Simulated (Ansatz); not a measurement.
The reference is HfN in the rock salt structure (space group Fm-3m, No. 225; a = 4.502 Å).

Structures relaxed with Ansatz (a program for electronic structure) PBEsol, without spin-orbit coupling.

Base:

Simulated powder pattern, Cu Kα1, λ = 1.54056 Å (kinematic, ideal powder, no thermal factors, no anomalous dispersion; the 14 strongest lines at most, above 2 %, up to 2θ = 90°):

```json
[
 {"2θ (°)": "34.48", "I/Imax (%)": "100", "hkl": "(111)"},
 {"2θ (°)": "40.02", "I/Imax (%)": "68", "hkl": "(200)"},
 {"2θ (°)": "57.89", "I/Imax (%)": "46", "hkl": "(220)"},
 {"2θ (°)": "69.15", "I/Imax (%)": "44", "hkl": "(311)"},
 {"2θ (°)": "72.70", "I/Imax (%)": "16", "hkl": "(222)"},
 {"2θ (°)": "86.38", "I/Imax (%)": "7.7", "hkl": "(400)"}
]
```

After one change:

Simulated powder pattern, Cu Kα1, λ = 1.54056 Å (kinematic, ideal powder, no thermal factors, no anomalous dispersion; the 14 strongest lines at most, above 2 %, up to 2θ = 90°):

```
2θ (°)  I/Imax (%)
------  ----------
37.21          100
43.23           66
62.79           44
75.31           42
79.29           15
```

**Question.** What was done to the base?
(A) pressure −2 GPa
(B) pressure 100 GPa
(C) pressure −1 GPa
(D) pressure 7 GPa

**Answer.** B, pressure 100 GPa. Its volume per atom is 9.14 Å³ against 11.40 Å³, and its space group is Fm-3m (No. 225).

Load acts through the strain it causes; cell and atoms are relaxed under it. Stability against distortions was not tested. No other phases were tried under pressure. All final runs are without spin polarisation. An odd electron count without spin: HfN.
